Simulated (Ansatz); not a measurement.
The starting structures come from a database of crystals and need not be the phases stable at ambient conditions.

By PBEsol, the system below comes out a metal.

Without scattering a metal conducts by its projected Fermi surface.

```yaml
crystal:
  lattice:
    - [5.29295, 0.00000, 0.00000]
    - [-2.64648, 4.65315, 0.00000]
    - [2.64648, 0.00000, 4.65315]
  atoms:
    - { symbol: Hf, position: [0.84424, 0.18848, 0.50000] }
    - { symbol: Hf, position: [0.15576, 0.81152, 0.50000] }
    - { symbol: Hf, position: [0.34424, 0.50000, 0.81152] }
    - { symbol: Hf, position: [0.65576, 0.50000, 0.18848] }
    - { symbol: Ge, position: [0.75000, 0.00000, 0.00000] }
    - { symbol: Ge, position: [0.25000, 0.00000, 0.00000] }
```

Space group of this cell: I4/mcm. The cell is taken as given; by PBEsol its mean pressure is -2.3 GPa.

The current flows along the normal of the first two printed cell vectors, the (110) plane of the conventional cell. No spin-orbit coupling; the value is a mean over 0.1 eV about the Fermi level.

Estimate the ballistic conductance per area that Ansatz (a quantum-chemistry and plane-wave program) with PBEsol returns for this system.

0.30 × 10¹⁵ S/m² for both spins.
